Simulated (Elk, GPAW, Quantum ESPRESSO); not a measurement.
# ZnSe (F-43m, 2 atoms in the cell) computed with different codes at matched settings

Self-consistent single point.

```xyz
2
Lattice="0.0000 2.8350 2.8350 2.8350 0.0000 2.8350 2.8350 2.8350 0.0000" Properties=species:S:1:pos:R:3 pbc="T T T"
Zn     0.0000     0.0000     0.0000
Se     1.4175     1.4175     1.4175
```

Shared settings, as Quantum ESPRESSO writes them: occupations = smearing; smearing = fd; degauss = 0.000734986 Ry; K_POINTS = automatic 10 10 10 0 0 0. Potentials and cutoffs stand in the table.

| code | model | pressure (GPa) | gap on the mesh (eV) | cutoff |
|---|---|---|---|---|
| Elk | PBE+U, all-electron FP-LAPW, Elk's shipped species files, default APW+lo basis | – | 1.537 | rgkmax 7 |
| GPAW | PBE+U, GPAW PAW datasets PBE (gpaw-data 1.0.1) | 1.80 | 1.651 | 800 eV |
| Quantum ESPRESSO | PBE+U, SSSP 1.1.2 efficiency (PBE) pseudopotentials | 2.04 | 1.376 | 50 Ry |

Hubbard term: atomic; U Zn-3d 8 eV.

A dash marks a value that a program does not give, or that is left out as unsure.

Gaps are read on the mesh.

On Elk's run: spin polarisation is off. The U value is a test value.

The spread over the programs that give each value: pressure within 0.24 GPa; gap on the mesh within 0.275 eV.

Elk treats all electrons, but the usual bases taken here (sphere radii, linearisation, local orbitals, empty states) were not tested for convergence, so the values are no reference for the others. The same U acts on different projectors in each program, which moves gaps, moments and pressures.

The starting cell has typed, rounded lattice constants, without a prior relaxation at this level.

Left out of this page: Ansatz (on a method kept out of this collection); SIESTA (unsound by tests on forces, stress, charge or solver warnings).
